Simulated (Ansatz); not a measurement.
We consider SiPbO3 (model structure, Pm-3m, No. 221, 5 atoms in the cell), described by G0W0@PBEsol+SOC (hard PAW, contour deformation, complete-basis limit, spin–orbit shift from PBEsol; Ansatz, a program for electronic structure).

Settings: largest k mesh 6×6×6 (not extrapolated in the mesh).

Cell (relaxed with PBEsol):

PbO3Si is taken in the cubic space group Pm-3m (No. 221), the cubic perovskite structure, Pearson symbol cP5. Lattice parameters: a = b = c = 3.705 Å, α = β = γ = 90.00°. Pb on 1a sees 12 O at 2.620 Å (cuboctahedral). Si on 1b is surrounded by 6 O at 1.853 Å (octahedral). O on 3c has 2 Si at 1.853 Å and 4 Pb at 2.620 Å (octahedral). (Neighbours: up to the widest gap in distance over summed covalent radii, below 1.35, at either atom; cation-cation and far metal-metal contacts left out.)

Q: Predict the band gap.

A: 
band gap: 3.21 eV

Note: filled d or f shells below the valence bands can shift G0W0 gaps through exchange with them, which wasn't tested here; spin–orbit coupling enters as the shift of the gap found with a semilocal functional; the relaxation could raise the start's symmetry but not lower it, so the cell can be a saddle point.

The computed numbers hold no vibrational or temperature effects.

A model structure was made by putting elements into a prototype or built by hand; it is no filed structure, need not be a known phase, and can be a saddle point held by its symmetry.
